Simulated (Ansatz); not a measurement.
The starting structures come from a database of crystals and need not be the phases stable at ambient conditions.

The decay constant κ of evanescent states in the gap governs leakage through a thin film.

Here is the system:

```
GaInP2
1.0
    4.05474     0.00000     0.00000
    2.02737     3.51151     0.00000
   -2.02737     1.17050     6.63434
In Ga P
1 1 2
Direct
  0.99952   0.50024   0.49928
  0.99957   0.00022   0.99935
  0.76085   0.11958   0.64127
  0.74010   0.62995   0.11015
```

Space group of this cell: R3m. The cell is taken as given; by r2SCAN its mean pressure is -1.9 GPa.

Transport runs along the normal of the first two printed cell vectors, the (001) plane of the conventional cell.

The gap is the functional's own. No spin-orbit coupling. Mid-gap values are interpolated on the energy grid.

### Question
State the band gap and the smallest decay constant κ at mid-gap according to r2SCAN (Ansatz, a program for electronic structure).

### Answer
Gap 0.95 eV on a 10×10×10 mesh; κ = 0.079 1/Å, at the zone centre.
